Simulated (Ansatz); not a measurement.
Take BN in the h-BN type structure (space group P6_3/mmc, No. 194; layered, stacked along the Cartesian z axis) as the base.

```
CELL_PARAMETERS angstrom
      2.50046     0.00000     0.00000
     -1.25023     2.16546     0.00000
      0.00000     0.00000     6.41170
ATOMIC_POSITIONS crystal
  B  0.33333 0.66667 0.25000
  B  0.66667 0.33333 0.75000
  N  0.33333 0.66667 0.75000
  N  0.66667 0.33333 0.25000
```

The values are results of plane-wave PAW DFT at the PBEsol-D3(BJ) level (Ansatz, a program for electronic structure, 420 eV), scalar-relativistic without spin-orbit coupling, not measurements.

Before the change:

| Property | Value |
|---|---|
| Band gap | 4.08 eV |
| Width of the top valence band | 3.30 eV |
| Lattice parameter a | 2.500 Å |
| Smallest direct gap | 4.49 eV |

Modification: every N is replaced by P, then cell and atoms are relaxed.

Tabulated Pauling electronegativity and covalent radius: N 3.04, 0.71 Å; P 2.19, 1.07 Å.

Problem. Predict the new band gap, width of the top valence band, lattice parameter a and smallest direct gap.

Solution. The band gap drops by 3.74 eV (4.08 eV → 0.34 eV); the width of the top valence band grows by 0.11 eV, from 3.30 eV to 3.41 eV; the lattice parameter a grows by 0.690 Å (2.500 Å → 3.190 Å); the smallest direct gap shrinks by 3.83 eV, from 4.49 eV to 0.66 eV.

Stability against distortions was not tested. As relaxed here, BP is a hypothetical phase, not in the database extracts checked.
